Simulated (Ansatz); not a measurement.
Defect: Au-vacancy pair (Au on one host Ru site, one Ru site vacant) in hcp Ru, neutral cell. Method: PBE, PAW (plane waves to 420 eV; Ansatz, an electronic-structure program).

Cell of 36 host sites held at the relaxed PBE lattice; a 2×2×2 k-point mesh shifted by half a step along c; Fermi-Dirac width 0.10 eV, spin-restricted; finite-size errors left in. Energies are static. Spin-orbit coupling is left out. Forms of the defect that were not tried may lie lower. The start lies 0.15 eV above the lowest site run (PBE).

Barriers: single points on a 4×4×4 k-point mesh shifted by half a step along c at the bands' geometries.

The step: direct exchange of Au with the vacancy (Au-vacancy distance between ideal sites 2.72 Å throughout). Atoms about the jump, Cartesian Å from the middle of the jump, before and after:

| atom | x0 | y0 | z0 | x1 | y1 | z1 |
|---|---|---|---|---|---|---|
| Au1 | 1.27 | 0.00 | 0.00 | -1.27 | 0.00 | 0.00 |
| Ru2 | -0.01 | 2.43 | 0.00 | 0.01 | 2.43 | 0.00 |
| Ru3 | -0.06 | -0.81 | 2.20 | 0.06 | -0.81 | 2.20 |
| Ru4 | -0.06 | -0.81 | -2.20 | 0.06 | -0.81 | -2.20 |
| Ru5 | -0.02 | -2.44 | 0.00 | 0.02 | -2.44 | 0.00 |
| Ru6 | -1.35 | 1.56 | -2.15 | -1.34 | 1.60 | -2.19 |
| Ru7 | -1.35 | 1.56 | 2.15 | -1.34 | 1.60 | 2.19 |
| Ru8 | 1.34 | 1.60 | -2.19 | 1.35 | 1.56 | -2.15 |
| Ru9 | 1.34 | 1.60 | 2.19 | 1.35 | 1.56 | 2.15 |

### Question
Predict the transition state.

### Answer

```json
[
 {"atom": "Au1", "x": "-0.01", "y": "0.14", "z": "0.00"},
 {"atom": "Ru2", "x": "0.00", "y": "2.65", "z": "0.00"},
 {"atom": "Ru3", "x": "-0.01", "y": "-0.90", "z": "2.31"},
 {"atom": "Ru4", "x": "-0.01", "y": "-0.90", "z": "-2.31"},
 {"atom": "Ru5", "x": "0.00", "y": "-2.52", "z": "0.00"},
 {"atom": "Ru6", "x": "-1.33", "y": "1.55", "z": "-2.15"},
 {"atom": "Ru7", "x": "-1.33", "y": "1.55", "z": "2.15"},
 {"atom": "Ru8", "x": "1.32", "y": "1.55", "z": "-2.15"},
 {"atom": "Ru9", "x": "1.32", "y": "1.55", "z": "2.15"}
]
```
It lies 1.41 eV above the start and 1.41 eV above the end. The saddle point's order was not checked, and it lies on a symmetry element of the cell, where a band can be held.
